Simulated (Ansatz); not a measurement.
The starting structures come from a database of crystals and need not be the phases stable at ambient conditions.

 Where the default PAW files enter, the runs use the earlier of Ansatz's two default sets.

Data:

```
Ge3N4
1.0
    5.87722     0.00000     0.00000
    0.00000     5.87722     0.00000
    2.93861    -2.93861     4.15583
Ge N
6 8
Direct
  0.37500   0.87500   0.25000
  0.87500   0.37500   0.75000
  0.37500   0.37500   0.25000
  0.37500   0.37500   0.75000
  0.00000   0.00000   0.00000
  0.75000   0.75000   0.50000
  0.61684   0.61684   0.23368
  0.13316   0.60052   0.73368
  0.14948   0.61684   0.23368
  0.13316   0.13316   0.73368
  0.61684   0.61684   0.76632
  0.60052   0.13316   0.26632
  0.61684   0.14948   0.76632
  0.13316   0.13316   0.26632
```

Space group of this cell: Fd-3m. The cell is taken as given; by PBEsol its mean pressure is -6.4 GPa.

Computed with PBEsol (plane waves, PAW; Ansatz, a quantum-chemistry and plane-wave program).

The current runs along the normal of the first two printed vectors; no spin-orbit coupling. Scaled by the factor s: the length along the current (ions clamped). Meshes 8×8×8 and 6×6 across the current in all rows.

| s | mean pressure (GPa) | slowest mid-gap decay constant κ (1/Å) |
|---|---|---|
| 0.97 | 0.7 | ? |
| 1.00 | -6.4 | 0.165 |
| 1.03 | -11.9 | 0.133 |

### Question
Take the slope of the slowest mid-gap decay constant κ against ln s from the two given rows, extrapolate to s = 0.97, and say what the run there gives.

### Answer
Slope = (0.133 − 0.165) / ln 1.03 = -1.08 1/Å. The line gives 0.165 + (-1.08) × ln 0.97 = 0.198 1/Å. The run gives 0.200 1/Å, 0.002 1/Å over the line, 6 % of the predicted step.
